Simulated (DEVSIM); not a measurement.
Device: Schottky contact on p-type GaAs, at 300 K.

| layer (left to right) | material | thickness (μm) | Na (cm⁻³) | τn (s) | τp (s) |
|---|---|---|---|---|---|
| 1 | GaAs | 0.390 | 2.2e17 | 1.7e-9 | 1.7e-9 |

Left contact: Schottky, work function 4.544 eV, emission velocity 4.8e6 cm/s. Right contact: ohmic. Voltage is applied to the left contact. Recombination: SRH at mid-gap. Mobility is constant in doping.

The device is made up for the run: typed textbook-type constants, with dimensions and the other settings drawn at random. Values at 300 K.

| parameter | GaAs |
|---|---|
| gap (eV) | 1.424 |
| affinity (eV) | 4.07 |
| permittivity | 12.9 |
| Nc (cm⁻³) | 4.7e17 |
| Nv (cm⁻³) | 9e18 |
| μn (cm²/Vs) | 8500 |
| μp (cm²/Vs) | 400 |

Simulated with DEVSIM: 1D drift-diffusion, Boltzmann statistics, complete ionisation; no tunnelling, impact ionisation, image-force lowering or self-heating. Metal contacts follow the ideal Schottky-Mott rule: no Fermi-level pinning, no interface dipoles.

Task: Give the dark forward current.

Result: 
(V (V), J (A/cm²)): (-0.05, -4.3e-9); (-0.10, -3.4e-8); (-0.15, -2.4e-7); (-0.20, -1.6e-6); (-0.25, -1.1e-5); (-0.30, -7.8e-5); (-0.35, -0.00054); (-0.40, -0.0037); (-0.45, -0.025); (-0.50, -0.18); (-0.55, -1.2); (-0.60, -8.2); (-0.65, -56); (-0.70, -360); (-0.75, -2000)
